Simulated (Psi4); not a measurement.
Psi4 1.11, unrestricted PBE0/def2-svp: Li(OtBu) anion ([Li][O]C(C)(C)C), charge -1, multiplicity 2, 15 atoms. The geometry is a generated start, not checked to be a minimum at this level.

```json
{
 "task": "energy",
 "method": "pbe0",
 "basis": "def2-svp",
 "memory": "3 GB",
 "maxiter": "100",
 "keys_of_the_molecule_block": "symmetry c1",
 "scf_type": "df (default)",
 "guess": "auto, which took SAD (default)",
 "scf_initial_accelerator": "adiis (default)",
 "e_convergence": "1e-06 (default)",
 "d_convergence": "1e-06 (default)",
 "dft_radial_points": "75 (default)",
 "dft_spherical_points": "302 (default)",
 "basis_functions": "124",
 "grid_points": "318238"
}
```

```xyz
15

Li     1.0654     2.0393     2.1110
O      0.5527     1.0340     1.0617
C      0.0722     0.1315     0.1334
C      1.1190    -0.9676    -0.1175
C     -1.2206    -0.5145     0.6583
C     -0.2293     0.8506    -1.1925
H      0.7719    -1.6714    -0.8693
H      1.3139    -1.5003     0.8106
H      2.0475    -0.5100    -0.4551
H     -1.0140    -1.0196     1.5994
H     -1.6195    -1.2333    -0.0540
H     -1.9625     0.2607     0.8376
H      0.6745     1.3388    -1.5530
H     -0.9887     1.6114    -1.0259
H     -0.5824     0.1504    -1.9448
```

Charge -1 and multiplicity 2 are set for this test and not shown to be the ground state.

One run each on 2 threads. Values of diis_max_vecs tried: 3, 6, 10 (default), 20.

Predict the course of the SCF iterations along this series.

Fewest SCF iterations, within one of each other: 6 with 10, 10 (default) with 10, 20 with 10. The count rises to 15 at 3. All converge to one solution.

```
diis_max_vecs  SCF iterations            end
-------------  --------------  -------------
3                          15  same solution
6                          10  same solution
10 (default)               10  same solution
20                         10  same solution
```
